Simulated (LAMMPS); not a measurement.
An MD run on CeO2 (fluorite), 324 atoms, at 1620 K and 0 GPa, heated as the crystal.

Level of theory: classical MD, Buckingham potential of Woodley, Battle, Gale and Catlow, Phys. Chem. Chem. Phys. 1, 2535 (1999), used with rigid ions (no shells), PPPM sums, short-range terms cut at 10 Å, modified for these runs by an r^-4 repulsive force inside the short-range force's maximum (LAMMPS).

```yaml
state_found: crystal; no diffusion seen in 21 ps
density: 6.882 ± 0.002 g/cm³
volume_per_atom: 13.843 ± 0.004 Å³
enthalpy_per_atom: -34.611 ± 0.001 eV
first peak of g(r), Ce-O: 2.28 Å, height 5.5
coordination number of Ce by O: 8.0 (counted to 3.54 Å)
coordination number of O by Ce: 4.00 (counted to 3.54 Å)
most common O-Ce-O angle: in the 3° bin centred on 70.5° (mean of all 102°)
most common Ce-O-Ce angle: in the 3° bin centred on 109.5° (mean of all 109°)
mean_frequency_of_the_velocity_spectrum: 12.0 THz
cost: very roughly 4 core-minutes
```

Caution: the potential ionic pair potential woodley1999 is fitted for structure prediction of static crystals.

States go by the mean squared displacement: a species diffuses where it passes 1.5 Å², still rises and gives D over 1e-6 cm²/s; a crystal has left its structure where atoms lie 0.35 Å off their sites on average or a cubic box changes its shape by 3 %.

Errors shown are sampling errors alone.

```
r (Å)  g(r), Ce-O
-----  ----------
1.900       0.000
1.940       0.041
1.980       0.195
2.020       0.631
2.060        1.27
2.100        2.20
2.140        3.50
2.180        4.26
2.220        4.97
2.260        5.53
2.300        5.38
2.340        4.95
2.380        4.45
2.420        3.94
2.460        3.37
2.500        2.90
2.540        2.42
2.580        1.80
2.620        1.47
2.660        1.24
2.700       0.993
2.740       0.710
2.780       0.518
2.820       0.497
2.860       0.368
2.900       0.321
2.940       0.227
2.980       0.212
3.020       0.143
3.060       0.076
3.100       0.058
3.140       0.044
3.180       0.038
3.220       0.015
3.260       0.022
3.300       0.009
3.340       0.009
3.380       0.002
3.420       0.000
3.460       0.002
3.500       0.002
3.540       0.000
3.580       0.000
3.620       0.000
3.660       0.000
3.700       0.007
3.740       0.013
3.780       0.020
3.820       0.019
3.860       0.026
3.900       0.047
3.940       0.066
3.980       0.121
4.020       0.210
4.060       0.306
4.100       0.447
4.140       0.604
4.180       0.775
4.220        1.00
4.260        1.32
4.300        1.73
4.340        2.12
4.380        2.59
4.420        2.85
4.460        3.27
4.500        3.55
4.540        3.51
4.580        3.75
4.620        3.41
4.660        3.16
4.700        2.88
4.740        2.46
4.780        1.97
4.820        1.60
4.860        1.21
4.900       0.859
4.940       0.648
4.980       0.456
5.020       0.307
5.060       0.199
5.100       0.118
5.140       0.077
5.180       0.044
5.220       0.030
5.260       0.017
5.300       0.015
5.340       0.024
5.380       0.038
5.420       0.061
5.460       0.099
5.500       0.153
5.540       0.241
5.580       0.371
5.620       0.500
5.660       0.718
5.700       0.868
5.740        1.12
5.780        1.42
5.820        1.67
5.860        1.91
5.900        2.02
```
